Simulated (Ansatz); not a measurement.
Base system: TiO2 in the anatase structure (space group I4_1/amd, No. 141; a = 3.7698 Å, c = 9.5517 Å). Axes: x, y, z lie along a, b, c of the conventional cell.

Perturbation: biaxial strain +0.60 %, plane normal [001], relaxed out of plane (Cartesian); in-plane vectors clamped, the third vector and the atoms free.

All numbers come from PBEsol, PAW, 420 eV (Ansatz, a program for electronic structure; spin-orbit coupling left out).

Base, band edges from the VBM (valence, conduction): M -0.11, 2.47; G -0.09, 3.32; R -0.09, 3.32; X -0.05, 3.35; Γ -0.48, 2.11; S₀ -0.81, 3.25; S -0.81, 3.25; N -0.65, 3.26; P -0.26, 3.60 eV.

**Question.** Give the band edges at the high-symmetry points of the new zone, measured from its valence-band maximum.

**Answer.** 
```
point  valence edge (eV)  conduction edge (eV)
-----  -----------------  --------------------
Γ                  -0.50                  2.05
X                  -0.05                  3.35
P                  -0.25                  3.58
N                  -0.64                  3.20
M                  -0.14                  2.43
S                  -0.83                  3.16
S₀                 -0.83                  3.16
R                  -0.09                  3.31
G                  -0.09                  3.31
```

The gap is 2.05 eV, indirect, Γ–X (87 % along) → Γ.

No phonon test of stability was made. The final runs are not spin-polarised.
